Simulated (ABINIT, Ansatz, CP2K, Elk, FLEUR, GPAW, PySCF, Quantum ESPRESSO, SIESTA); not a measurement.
**One structure in several programs: Ge (Fd-3m, 2 atoms in the cell)**

Self-consistent single point, at a second geometry (lattice scaled by 0.98). First geometry:

```
Ge
1.0
    0.00000     2.85107     2.85107
    2.85107     0.00000     2.85107
    2.85107     2.85107     0.00000
Ge
2
Direct
  0.00000   0.00000   0.00000
  0.25000   0.25000   0.25000
```

Shared settings, as Ansatz (a program for electronic structure) writes them: kpoints.mp_grid.grid = 5 5 5; scf.occupations.method = fermi_dirac; scf.occupations.width = 0.0007 Ry. Potentials and cutoffs stand in the table.

```json
[
 {"code": "PySCF", "model": "PBE, Gaussian basis gth-dzvp-molopt-sr, GTH pseudopotentials gth-pbe, FFT density fitting with multigrid", "ΔF from the first geometry (meV/atom)": "42.7", "pressure (GPa)": "–", "gap on the mesh (eV)": "0.384", "cutoff": "grid 80 Ha"},
 {"code": "CP2K", "model": "PBE, GPW, DZVP-MOLOPT-SR-GTH basis, GTH-PBE potentials (GTH_POTENTIALS)", "ΔF from the first geometry (meV/atom)": "42.7", "pressure (GPa)": "7.45", "gap on the mesh (eV)": "0.384", "cutoff": "grid 400 Ry"},
 {"code": "Quantum ESPRESSO", "model": "PBE, PSlibrary PAW (PBE) pseudopotentials", "ΔF from the first geometry (meV/atom)": "39.1", "pressure (GPa)": "7.09", "gap on the mesh (eV)": "0.417", "cutoff": "30 Ry"},
 {"code": "GPAW", "model": "PBE, GPAW PAW datasets PBE (gpaw-data 1.0.1)", "ΔF from the first geometry (meV/atom)": "38.6", "pressure (GPa)": "7.03", "gap on the mesh (eV)": "0.403", "cutoff": "550 eV"},
 {"code": "ABINIT", "model": "PBE, norm-conserving pseudopotentials (PseudoDojo nc-sr-05 PBE standard)", "ΔF from the first geometry (meV/atom)": "37.2", "pressure (GPa)": "6.74", "gap on the mesh (eV)": "0.379", "cutoff": "39 Ha"},
 {"code": "Elk", "model": "PBE, all-electron FP-LAPW, Elk's shipped species files, default APW+lo basis", "ΔF from the first geometry (meV/atom)": "44.9", "pressure (GPa)": "–", "gap on the mesh (eV)": "0.376", "cutoff": "default"},
 {"code": "FLEUR", "model": "PBE, all-electron FLAPW (FLEUR), scalar-relativistic valence", "ΔF from the first geometry (meV/atom)": "37.9", "pressure (GPa)": "–", "gap on the mesh (eV)": "0.366", "cutoff": "Kmax 3.6 1/bohr"},
 {"code": "SIESTA", "model": "GGA PBE, numerical atomic orbitals TZP, PseudoDojo PBE standard norm-conserving potentials (rewritten from UPF to PSML)", "ΔF from the first geometry (meV/atom)": "46.0", "pressure (GPa)": "7.57", "gap on the mesh (eV)": "0.214", "cutoff": "grid 300 Ry"},
 {"code": "Ansatz", "model": "PBE, default PAW files", "ΔF from the first geometry (meV/atom)": "36.0", "pressure (GPa)": "6.58", "gap on the mesh (eV)": "0.375", "cutoff": "30.9 Ry"}
]
```

A dash marks a value that a program does not give, or that is left out as unsure.

Gaps are read on the mesh.

The spread over the programs that give each value: ΔF from the first geometry within 10.0 meV/atom; pressure within 0.99 GPa; gap on the mesh within 0.203 eV.

PySCF, CP2K and SIESTA use small atom-centred bases, whose incompleteness enters pressures, forces and empty levels differently from a plane-wave cutoff. Elk and FLEUR treat all electrons, but the usual bases taken here (sphere radii, linearisation, local orbitals, empty states) were not tested for convergence, so the values are no reference for the others. Ansatz's pressure is given at a fixed set of plane waves, as the other plane-wave codes print theirs. In the gap, SIESTA (by 0.177) lies more than 0.12 eV from the median of the plane-wave programs.

The starting cell has typed, rounded lattice constants, without a prior relaxation at this level. Its lattice was rescaled by a random factor within 2.5 % of one. For this run, on top of that: lattice scaled by 0.98.

Keys are those of Ansatz 0.2.
